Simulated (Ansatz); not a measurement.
Structures of equal composition on the (111) surface of germanium: Sb on one of 1 atoms of the third shell, no caps; Sb on one of 1 surface atoms, no caps; Sb on one of 1 atoms under the surface, no caps. The slabs share one bottom face, and each structure is named by its start. These are constructed structures in small cells; real faces may alloy, dewet or reconstruct in larger ones, and not all known structures of the face are among them. Slabs of about 15 Å with all that they carry, Fermi-Dirac smearing of 0.025 eV. Bottom of the slabs: built like the top, H on every dangling bond, free. Relaxed from the named starts with such symmetry as they have, on meshes of like density; energies extrapolated to zero smearing; no spin-orbit coupling, no U. Spin-polarised runs, if any, are marked in brackets, and their order is one that fits the cell; the others ran without spin.

Calculation: PBE (plane waves to 420 eV, PAW; Ansatz, a first-principles code).

### Question
Order them by energy per 1x1 cell (lowest first) at the level PBE.

### Answer
Sb on one of 1 surface atoms, no caps (0.000 eV), Sb on one of 1 atoms under the surface, no caps (0.341 eV, a narrow gap of 0.12 eV by band count), Sb on one of 1 atoms of the third shell, no caps (0.921 eV (1 Ge–Sb bonds broke), a narrow gap of 0.12 eV by band count)
